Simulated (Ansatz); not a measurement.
## Si well of 8 atomic layers along [001] in random Si0.5Ge0.5, Ge share that oscillates in the well

Prepared with Tersoff's 1989 multicomponent potential (SiCGe.tersoff) (LAMMPS): minimisation. Geometry as solved with PBE, support functions at accuracy medium on the grid of 370 eV (Ansatz, a program for electronic structure).

```xyz
576
Lattice="16.85 0.00 0.00 0.00 16.85 0.00 0.00 0.00 44.46" Properties=species:S:1:pos:R:3 pbc="T T T"
Si     0.03    -0.02     0.01
Ge     1.40     1.43     1.42
Si     2.81     2.81    -0.03
Si     4.19     4.17     1.37
Si     2.84     0.03     2.81
Si     4.20     1.38     4.21
Si    -0.03     2.85     2.82
Si     1.35     4.22     4.20
Ge     0.01     0.05     5.59
Ge     1.40     1.46     7.07
Ge     2.80     2.83     5.57
Ge     4.21     4.22     7.07
Ge     2.86     0.05     8.47
Si     4.28     1.44     9.87
Si     0.01     2.85     8.49
Si     1.40     4.25     9.83
Ge     0.00     0.06    11.27
Si     1.40     1.48    12.66
Ge     2.83     2.85    11.24
Si     4.20     4.27    12.65
Ge     2.80     0.06    14.04
Si     4.20     1.44    15.46
Si     0.04     2.84    14.05
Si     1.41     4.22    15.43
Si     0.00     0.00    16.84
Si     1.42     1.41    18.16
Si     2.80     2.83    16.80
Si     4.21     4.21    18.17
Si     2.80     0.00    19.53
Si     4.21     1.40    20.87
Si     0.00     2.81    19.50
Si     1.40     4.20    20.85
Si     0.00     0.00    22.21
Si     1.40     1.40    23.57
Si     2.78     2.79    22.20
Ge     4.22     4.21    23.57
Si     2.81    -0.01    24.91
Si     4.20     1.39    26.29
Si     0.00     2.82    24.91
Si     1.42     4.20    26.27
Ge     0.02     0.01    27.67
Si     1.47     1.41    29.05
Si     2.79     2.78    27.62
Ge     4.19     4.20    29.02
Si     2.82     0.05    30.47
Si     4.21     1.36    31.87
Ge     0.02     2.78    30.44
Ge     1.39     4.26    31.87
Si     0.01    -0.02    33.35
Si     1.40     1.37    34.70
Ge     2.79     2.76    33.27
Ge     4.25     4.19    34.68
Si     2.84     0.02    36.03
Si     4.25     1.36    37.43
Si     0.00     2.74    36.05
Ge     1.34     4.19    37.45
Si    -0.02     0.01    38.79
Ge     1.38     1.37    40.28
Ge     2.83     2.77    38.82
Ge     4.20     4.24    40.26
Si     2.82    -0.01    41.69
Si     4.17     1.38    43.08
Si     0.03     2.85    41.67
Si     1.42     4.19    43.06
Si     0.01     5.55    -0.02
Ge     1.38     7.01     1.34
Si     2.78     8.42    -0.04
Ge     4.22     9.81     1.36
Ge     2.79     5.57     2.78
Ge     4.19     7.05     4.21
Ge    -0.02     8.42     2.84
Si     1.43     9.79     4.24
Si     0.04     5.64     5.61
Si     1.42     7.02     7.01
Si     2.79     8.43     5.65
Si     4.21     9.78     7.00
Si     2.77     5.64     8.44
Si     4.19     7.00     9.80
Si     0.06     8.39     8.42
Si     1.43     9.76     9.83
Si     0.04     5.61    11.23
Ge     1.41     7.02    12.64
Si     2.82     8.39    11.19
Ge     4.19     9.81    12.60
Si     2.79     5.59    14.04
Ge     4.19     7.00    15.44
Si    -0.02     8.41    14.08
Si     1.35     9.78    15.47
Si     0.01     5.62    16.79
Si     1.39     7.01    18.17
Si     2.77     8.43    16.83
Si     4.20     9.82    18.18
Si     2.80     5.61    19.51
Si     4.21     7.02    20.85
Si     0.00     8.42    19.51
Si     1.40     9.82    20.87
Si     0.01     5.62    22.20
Si     1.43     7.00    23.54
Si     2.81     8.41    22.20
Si     4.21     9.82    23.54
Si     2.79     5.63    24.95
Si     4.18     7.05    26.28
Ge     0.01     8.43    24.91
Si     1.47     9.83    26.28
Ge     0.02     5.65    27.65
Si     1.41     7.10    29.05
Si     2.83     8.45    27.67
Si     4.24     9.81    29.03
Ge     2.80     5.68    30.42
Ge     4.25     7.07    31.87
Si     0.03     8.42    30.49
Si     1.40     9.81    31.87
Si     0.00     5.68    33.26
Si     1.43     7.05    34.61
Si     2.79     8.46    33.26
Si     4.17     9.84    34.63
Ge     2.79     5.66    36.06
Si     4.17     7.06    37.50
Ge     0.06     8.42    36.07
Si     1.43     9.84    37.49
Si    -0.02     5.59    38.91
Ge     1.41     7.01    40.26
Si     2.81     8.46    38.87
Si     4.16     9.83    40.27
Si     2.77     5.59    41.68
Ge     4.18     6.98    43.07
Si     0.04     8.43    41.67
Si     1.43     9.80    43.04
Ge     0.04    11.18     0.01
Si     1.41    12.61     1.40
Ge     2.79    14.01    -0.03
Ge     4.22    15.47     1.40
Ge     2.80    11.22     2.83
Si     4.22    12.58     4.25
Ge    -0.02    14.02     2.76
Ge     1.44    15.45     4.18
Ge     0.03    11.25     5.58
Si     1.43    12.61     7.01
Ge     2.83    14.00     5.63
Ge     4.26    15.45     7.04
Ge     2.82    11.20     8.42
Si     4.23    12.63     9.82
Ge     0.03    14.02     8.39
Ge     1.42    15.46     9.86
Ge     0.03    11.16    11.28
Si     1.38    12.62    12.68
Ge     2.81    13.99    11.26
Ge     4.25    15.50    12.60
Ge     2.74    11.19    14.07
Ge     4.19    12.61    15.49
Si    -0.02    13.98    14.05
Ge     1.38    15.41    15.44
Si    -0.02    11.23    16.81
Si     1.39    12.62    18.18
Si     2.79    14.04    16.86
Si     4.20    15.45    18.18
Si     2.80    11.23    19.53
Si     4.20    12.63    20.87
Si    -0.01    14.04    19.52
Si     1.40    15.44    20.87
Si     0.00    11.24    22.21
Si     1.41    12.62    23.57
Si     2.80    14.04    22.22
Si     4.21    15.43    23.57
Si     2.83    11.22    24.90
Si     4.23    12.60    26.25
Si     0.01    14.03    24.90
Si     1.40    15.44    26.24
Ge     0.03    11.25    27.64
Si     1.43    12.63    29.05
Ge     2.81    14.02    27.63
Ge     4.22    15.47    29.10
Ge     2.82    11.21    30.45
Si     4.22    12.64    31.84
Ge     0.02    14.05    30.41
Ge     1.41    15.50    31.87
Si     0.06    11.23    33.24
Si     1.36    12.64    34.65
Ge     2.82    14.03    33.27
Si     4.20    15.48    34.65
Ge     2.80    11.26    36.06
Si     4.23    12.66    37.44
Si    -0.02    14.03    36.03
Ge     1.40    15.46    37.40
Si     0.02    11.24    38.81
Ge     1.43    12.59    40.27
Ge     2.85    14.06    38.85
Si     4.21    15.50    40.26
Si     2.82    11.18    41.69
Si     4.21    12.59    43.04
Ge     0.02    14.08    41.66
Si     1.42    15.48    43.06
Si     5.60     0.06    -0.01
Si     7.00     1.40     1.37
Ge     8.45     2.79     0.02
Si     9.87     4.21     1.39
Ge     8.41     0.00     2.75
Ge     9.82     1.45     4.19
Ge     5.61     2.79     2.80
Si     7.03     4.18     4.22
Si     5.58     0.04     5.61
Ge     7.00     1.42     7.02
Si     8.39     2.81     5.60
Ge     9.80     4.18     7.01
Si     8.40    -0.03     8.39
Ge     9.78     1.43     9.79
Si     5.62     2.82     8.48
Si     6.95     4.21     9.87
Si     5.67     0.04    11.20
Si     7.01     1.43    12.59
Si     8.36     2.82    11.21
Ge     9.80     4.18    12.63
Ge     8.42     0.08    14.05
Si     9.84     1.42    15.50
Ge     5.61     2.83    14.03
Si     7.02     4.19    15.48
Si     5.57     0.04    16.84
Si     7.01     1.41    18.18
Si     8.42     2.81    16.84
Si     9.84     4.23    18.16
Si     8.41     0.00    19.52
Si     9.81     1.42    20.85
Si     5.61     2.81    19.53
Si     7.03     4.21    20.86
Si     5.62    -0.01    22.22
Si     7.02     1.41    23.56
Si     8.42     2.81    22.22
Si     9.82     4.22    23.56
Si     8.42     0.05    24.92
Si     9.82     1.41    26.30
Si     5.63     2.78    24.95
Si     7.05     4.19    26.25
Si     5.59     0.01    27.65
Ge     7.04     1.40    29.01
Si     8.44     2.83    27.64
Si     9.76     4.21    29.05
Ge     8.47    -0.03    30.46
Si     9.83     1.39    31.92
Ge     5.60     2.78    30.48
Ge     7.05     4.23    31.86
Si     5.57    -0.02    33.25
Ge     7.00     1.38    34.65
Si     8.43     2.77    33.25
Ge     9.81     4.16    34.68
Si     8.40    -0.06    36.05
Ge     9.83     1.35    37.42
Si     5.62     2.77    36.08
Ge     6.98     4.22    37.46
Si     5.62     0.00    38.85
Si     7.00     1.35    40.25
Ge     8.42     2.79    38.90
Si     9.83     4.18    40.30
Si     8.41     0.05    41.63
Si     9.80     1.42    43.00
Ge     5.60     2.75    41.67
Ge     6.99     4.22    43.10
Si     5.55     5.59     0.03
Ge     6.97     7.00     1.41
Ge     8.43     8.45    -0.01
Si     9.82     9.84     1.45
Ge     8.43     5.56     2.80
Ge     9.80     7.07     4.22
Si     5.60     8.43     2.80
Ge     7.00     9.83     4.23
Ge     5.66     5.63     5.62
Si     7.00     7.05     7.04
Si     8.36     8.40     5.65
Ge     9.82     9.78     7.01
Ge     8.36     5.60     8.45
Ge     9.84     7.02     9.83
Si     5.56     8.38     8.40
Ge     6.95     9.81     9.82
Si     5.55     5.61    11.21
Ge     6.95     7.00    12.65
Ge     8.41     8.44    11.27
Si     9.85     9.84    12.63
Ge     8.41     5.61    14.10
Si     9.84     7.03    15.47
Si     5.57     8.41    14.03
Ge     7.00     9.78    15.45
Si     5.63     5.59    16.83
Si     7.03     7.00    18.17
Si     8.45     8.38    16.83
Si     9.84     9.81    18.17
Si     8.44     5.61    19.52
Si     9.83     7.02    20.88
Si     5.62     8.41    19.51
Si     7.03     9.82    20.86
Si     5.64     5.64    22.18
Si     7.01     7.03    23.55
Si     8.43     8.43    22.22
Si     9.84     9.84    23.56
Si     8.40     5.61    24.88
Ge     9.81     7.04    26.28
Si     5.59     8.41    24.90
Ge     7.01     9.82    26.30
Ge     5.66     5.65    27.63
Si     7.04     7.06    29.08
Si     8.43     8.44    27.72
Si     9.83     9.84    29.03
Si     8.42     5.64    30.41
Si     9.78     7.00    31.79
Si     5.64     8.46    30.42
Si     6.99     9.82    31.81
Si     5.62     5.60    33.26
Ge     7.01     6.98    34.66
Ge     8.39     8.41    33.19
Ge     9.83     9.86    34.60
Si     8.42     5.60    36.08
Si     9.78     7.00    37.44
Ge     5.56     8.43    36.05
Ge     7.03     9.84    37.46
Si     5.57     5.66    38.84
Ge     7.03     7.04    40.20
Si     8.45     8.41    38.80
Ge     9.85     9.81    40.23
Ge     8.45     5.63    41.67
Si     9.86     7.03    43.08
Ge     5.60     8.45    41.65
Si     6.99     9.85    43.07
Si     5.60    11.22    -0.05
Ge     7.03    12.58     1.39
Ge     8.45    14.05    -0.02
Si     9.84    15.45     1.39
Si     8.44    11.21     2.82
Si     9.79    12.63     4.17
Ge     5.60    13.99     2.84
Ge     7.00    15.48     4.24
Si     5.56    11.20     5.64
Ge     6.96    12.63     7.04
Ge     8.45    14.04     5.63
Si     9.83    15.43     7.07
Ge     8.44    11.24     8.46
Si     9.87    12.65     9.84
Si     5.62    14.05     8.49
Si     7.01    15.48     9.80
Si     5.56    11.23    11.20
Ge     6.99    12.60    12.59
Ge     8.41    14.05    11.18
Ge     9.82    15.45    12.65
Ge     8.44    11.20    14.03
Ge     9.83    12.63    15.50
Ge     5.62    14.04    14.05
Ge     7.02    15.47    15.49
Si     5.62    11.21    16.86
Si     7.01    12.63    18.20
Si     8.42    14.04    16.88
Si     9.84    15.45    18.19
Si     8.44    11.22    19.52
Si     9.83    12.63    20.86
Si     5.60    14.04    19.52
Si     7.01    15.44    20.86
Si     5.62    11.22    22.20
Si     7.02    12.61    23.55
Si     8.39    14.01    22.18
Ge     9.82    15.44    23.56
Si     8.44    11.25    24.91
Si     9.83    12.63    26.30
Si     5.61    14.00    24.89
Ge     7.02    15.44    26.28
Si     5.57    11.23    27.66
Ge     6.99    12.66    29.04
Si     8.46    14.03    27.67
Si     9.85    15.40    29.04
Ge     8.44    11.23    30.47
Si     9.85    12.65    31.86
Si     5.59    14.02    30.49
Ge     7.01    15.40    31.90
Ge     5.62    11.23    33.24
Si     7.04    12.67    34.62
Si     8.47    14.01    33.28
Si     9.80    15.43    34.68
Ge     8.44    11.30    36.04
Si     9.87    12.67    37.46
Ge     5.62    14.07    36.03
Si     7.00    15.47    37.46
Ge     5.58    11.25    38.89
Si     7.00    12.65    40.26
Ge     8.40    14.04    38.83
Ge     9.83    15.48    40.25
Ge     8.40    11.24    41.67
Si     9.83    12.63    43.05
Ge     5.58    14.05    41.64
Ge     7.01    15.51    43.05
Ge    11.19     0.02    -0.04
Ge    12.63     1.46     1.39
Si    14.07     2.85     0.03
Si    15.46     4.22     1.39
Ge    14.06     0.00     2.80
Si    15.46     1.44     4.18
Si    11.23     2.86     2.78
Ge    12.66     4.22     4.17
Ge    11.24     0.00     5.65
Si    12.62     1.43     7.05
Ge    14.05     2.78     5.63
Ge    15.48     4.24     7.05
Ge    14.03     0.03     8.45
Si    15.47     1.44     9.82
Si    11.25     2.82     8.41
Si    12.65     4.20     9.79
Ge    11.23     0.00    11.21
Ge    12.67     1.38    12.67
Ge    14.06     2.82    11.21
Ge    15.48     4.26    12.67
Si    14.04    -0.01    14.10
Ge    15.45     1.44    15.45
Ge    11.25     2.81    14.10
Si    12.66     4.26    15.46
Si    11.23     0.00    16.83
Si    12.63     1.42    18.17
Si    14.02     2.85    16.83
Si    15.45     4.23    18.16
Si    14.04     0.00    19.51
Si    15.45     1.41    20.85
Si    11.23     2.82    19.51
Si    12.64     4.24    20.85
Si    11.22     0.00    22.15
Ge    12.62     1.44    23.53
Si    14.07     2.85    22.18
Si    15.45     4.23    23.56
Ge    14.06    -0.02    24.94
Si    15.46     1.46    26.29
Si    11.20     2.83    24.94
Si    12.65     4.19    26.24
Si    11.18    -0.04    27.63
Ge    12.61     1.39    28.98
Si    14.02     2.82    27.60
Ge    15.41     4.21    29.05
Ge    14.04    -0.04    30.43
Ge    15.47     1.34    31.90
Ge    11.17     2.79    30.44
Ge    12.64     4.23    31.82
Si    11.18    -0.01    33.31
Si    12.62     1.34    34.68
Ge    14.01     2.77    33.27
Ge    15.50     4.19    34.65
Si    14.04    -0.01    36.07
Si    15.45     1.38    37.42
Si    11.25     2.74    36.03
Ge    12.61     4.17    37.43
Si    11.27    -0.04    38.82
Ge    12.59     1.40    40.25
Ge    14.10     2.80    38.86
Si    15.48     4.22    40.30
Ge    14.05     0.01    41.67
Ge    15.49     1.44    43.10
Si    11.20     2.81    41.66
Ge    12.64     4.21    43.06
Si    11.21     5.61     0.00
Ge    12.61     6.99     1.43
Ge    14.06     8.43     0.02
Si    15.44     9.84     1.43
Si    14.10     5.61     2.79
Si    15.47     6.95     4.21
Si    11.20     8.44     2.79
Ge    12.66     9.83     4.14
Ge    11.23     5.63     5.62
Ge    12.65     7.01     7.08
Ge    14.07     8.37     5.58
Ge    15.49     9.79     7.03
Si    14.04     5.59     8.46
Ge    15.48     7.00     9.83
Si    11.23     8.41     8.43
Ge    12.58     9.81     9.88
Ge    11.29     5.59    11.24
Si    12.67     6.97    12.69
Ge    14.06     8.41    11.31
Si    15.46     9.81    12.73
Si    14.05     5.64    14.09
Si    15.45     7.02    15.44
Ge    11.25     8.42    14.04
Si    12.68     9.83    15.45
Si    11.24     5.63    16.81
Si    12.64     7.03    18.16
Si    14.05     8.42    16.80
Si    15.44     9.83    18.16
Si    14.05     5.63    19.50
Si    15.44     7.03    20.87
Si    11.24     8.42    19.53
Si    12.63     9.83    20.86
Si    11.24     5.62    22.22
Si    12.64     7.03    23.57
Si    14.04     8.43    22.21
Si    15.42     9.86    23.54
Si    14.03     5.62    24.91
Si    15.40     7.02    26.27
Si    11.25     8.46    24.91
Si    12.64     9.85    26.29
Ge    11.24     5.56    27.68
Ge    12.68     7.03    29.07
Si    14.04     8.42    27.62
Ge    15.45     9.78    29.05
Si    14.09     5.65    30.49
Si    15.47     7.04    31.86
Ge    11.21     8.45    30.47
Si    12.62     9.84    31.89
Ge    11.18     5.64    33.22
Ge    12.66     7.06    34.60
Si    14.06     8.45    33.18
Ge    15.47     9.83    34.61
Ge    14.05     5.61    36.04
Ge    15.45     7.01    37.52
Ge    11.21     8.41    36.07
Ge    12.64     9.83    37.52
Ge    11.17     5.60    38.86
Ge    12.65     7.01    40.28
Si    14.05     8.43    38.90
Ge    15.49     9.82    40.24
Si    14.06     5.58    41.64
Ge    15.48     6.98    43.04
Si    11.22     8.39    41.68
Ge    12.61     9.82    43.05
Ge    11.22    11.27     0.05
Si    12.68    12.65     1.43
Si    14.05    14.04     0.07
Si    15.46    15.45     1.36
Si    14.07    11.25     2.76
Si    15.43    12.61     4.16
Ge    11.24    14.05     2.80
Si    12.63    15.46     4.20
Ge    11.19    11.23     5.56
Ge    12.59    12.66     7.02
Ge    14.03    14.02     5.55
Ge    15.43    15.45     6.99
Ge    14.02    11.20     8.43
Ge    15.46    12.61     9.84
Si    11.21    14.07     8.46
Si    12.61    15.43     9.81
Si    11.18    11.24    11.25
Ge    12.64    12.57    12.66
Ge    14.01    14.05    11.23
Ge    15.43    15.44    12.70
Si    14.08    11.20    14.08
Si    15.44    12.62    15.43
Ge    11.27    14.06    14.09
Si    12.67    15.48    15.49
Si    11.28    11.19    16.84
Si    12.65    12.63    18.16
Si    14.05    14.04    16.80
Si    15.44    15.44    18.17
Si    14.04    11.23    19.52
Si    15.44    12.64    20.87
Si    11.24    14.03    19.51
Si    12.65    15.44    20.85
Si    11.24    11.24    22.21
Si    12.63    12.63    23.57
Si    14.03    14.03    22.21
Si    15.47    15.41    23.54
Si    14.03    11.23    24.92
Si    15.44    12.63    26.24
Si    11.24    14.01    24.94
Si    12.58    15.43    26.29
Si    11.22    11.22    27.66
Si    12.57    12.62    29.06
Ge    14.01    14.01    27.66
Si    15.44    15.42    29.03
Ge    13.98    11.22    30.45
Ge    15.47    12.62    31.87
Si    11.19    14.00    30.43
Ge    12.55    15.43    31.85
Si    11.25    11.26    33.21
Ge    12.59    12.66    34.68
Ge    14.05    14.08    33.29
Si    15.45    15.47    34.71
Ge    14.07    11.25    36.08
Si    15.49    12.66    37.46
Si    11.20    14.09    36.09
Si    12.65    15.43    37.43
Si    11.23    11.28    38.85
Si    12.64    12.65    40.17
Si    14.02    14.01    38.79
Ge    15.43    15.44    40.17
Ge    14.02    11.27    41.61
Ge    15.43    12.66    43.10
Ge    11.25    14.00    41.64
Ge    12.66    15.40    43.09
```
